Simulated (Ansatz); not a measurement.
Take GaSb in the zinc blende structure (space group F-43m, No. 216; a = 6.112 Å) as the base.

Structures relaxed with PBEsol (Ansatz, a first-principles code; PAW; 420 eV plane waves; scalar-relativistic without spin-orbit coupling), earlier PAW set.

Base:

Simulated powder pattern, Cu Kα, λ = 1.54184 Å (kinematic, ideal powder, no thermal factors, no anomalous dispersion; the 8 strongest lines at most, above 2 %, up to 2θ = 90°):

| 2θ (°) | I/Imax (%) | hkl |
|---|---|---|
| 25.24 | 100 | (111) |
| 29.22 | 5.8 | (200) |
| 41.80 | 73 | (220) |
| 49.46 | 47 | (311) |
| 60.60 | 12 | (400) |
| 66.71 | 19 | (331) |
| 76.33 | 24 | (422) |
| 81.90 | 14 | (511) |

The change: full substitution Ga → V; the structure is relaxed again.

Q: Where do the lines fall after the change?

A: 
Simulated powder pattern, Cu Kα, λ = 1.54184 Å (kinematic, ideal powder, no thermal factors, no anomalous dispersion; the 8 strongest lines at most, above 2 %, up to 2θ = 90°):

| 2θ (°) | d (Å) | I/Imax (%) | hkl |
|---|---|---|---|
| 25.38 | 3.510 | 100 | (111) |
| 29.39 | 3.039 | 15 | (200) |
| 42.04 | 2.149 | 65 | (220) |
| 49.75 | 1.833 | 46 | (311) |
| 60.97 | 1.520 | 10 | (400) |
| 67.12 | 1.395 | 18 | (331) |
| 76.82 | 1.241 | 20 | (422) |
| 82.45 | 1.170 | 14 | (511) |

The indices refer to each structure's own conventional cell; one index is shown for lines that coincide.

The magnetic state is the one reached from the starting moments; the real material's order can differ, and small cells can't hold many antiferromagnetic ones. Stability against distortions was not tested. As relaxed here, VSb is a hypothetical phase, not in the database extracts checked. Spin-polarised in the final run: VSb; the other runs are not.
